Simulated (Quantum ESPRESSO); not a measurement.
## One base run on HoTe (Fm-3m, 2 atoms in the cell) and variants with one or two settings moved

```yaml
crystal:
  lattice:
    - [0.00000, 3.04500, 3.04500]
    - [3.04500, 0.00000, 3.04500]
    - [3.04500, 3.04500, 0.00000]
  atoms:
    - { symbol: Te, position: [0.50000, 0.50000, 0.50000] }
    - { symbol: Ho, position: [0.00000, 0.00000, 0.00000], spin: 4.0 }
```
(The spins are starting values, not results.)

Base run A: Quantum ESPRESSO 7.5 with LDA (PZ), SSSP 1.1.2 efficiency (PBE) pseudopotentials, self-consistent single point.

Its settings: ecutwfc = 50 Ry; ecutrho = 400 Ry; occupations = smearing; smearing = marzari-vanderbilt; degauss = 0.0099958 Ry; nspin = 2; input_dft = pz; potentials = {Te: Te_pbe_v1.uspp.F.UPF, Ho: Ho.GGA-PBE-paw-v1.0.UPF}; K_POINTS = automatic 6 6 6 0 0 0; conv_thr = 1e-09 Ry; mixing_beta = 0.3.

The starting cell comes from a database of published, mostly measured structures (it also holds non-ambient and calculated ones), without a prior relaxation at this level. With one magnetic atom in the cell only a parallel order is possible. With U or open f shells several self-consistent states can exist. The f electrons are in the valence without U or exact exchange, which can misplace them near the Fermi level. Spin-orbit terms, which matter for f shells, are left out.

ΔF is the free energy per atom less that of run A. A dash stands where there is no value to compare (another energy zero or no entropy term, no result, no spin, no clean gap, or a mesh too coarse for one). Absolute energies have different zeros for different potentials, functionals, Hubbard and dispersion terms and are not compared across them.

```csv
run,change,ΔF (meV/atom),pressure (GPa),size of the net moment (μB/atom),k-points
A,base,0.00,-1.11,1.67,16
B,conv_thr: 1e-09 Ry → 7.3e-08 Ry,0.00,-1.53,1.67,16
C,ecutrho: 400 Ry → 100 Ry,-1.89,-1.15,1.67,16
D,degauss: 0.0099958 Ry → 0.0073499 Ry; K_POINTS: automatic 6 6 6 0 0 0 → automatic 8 8 8 0 0 0,12.3,-1.17,1.65,29
E,nbnd: default → 18,0.00,-1.11,1.67,16
F,ecutwfc: 50 Ry → 30 Ry; ecutrho: 400 Ry → 240 Ry,45.4,-1.95,1.67,16
G,K_POINTS: automatic 6 6 6 0 0 0 → automatic 3 3 3 1 1 1,4.6,-1.20,1.73,6
H,input_dft: pz → vdw-df2-b86r [rev-vdW-DF2],–,2.43,1.67,16
I,tot_magnetization: default → 6,1661.2,-0.25,3.00,16
J,mixing_beta: 0.3 → 0.9,0.00,-1.12,1.67,16
```

Run I against A: The free energy goes up by 1.66 eV/atom, the pressure goes from -1.11 to -0.25 GPa and the size of the net moment goes from 1.67 to 3.00 μB/atom.

Run G against A: The free energy goes up by 4.6 meV/atom, the pressure moves little (-1.11 to -1.20 GPa) and the size of the net moment goes from 1.67 to 1.73 μB/atom.
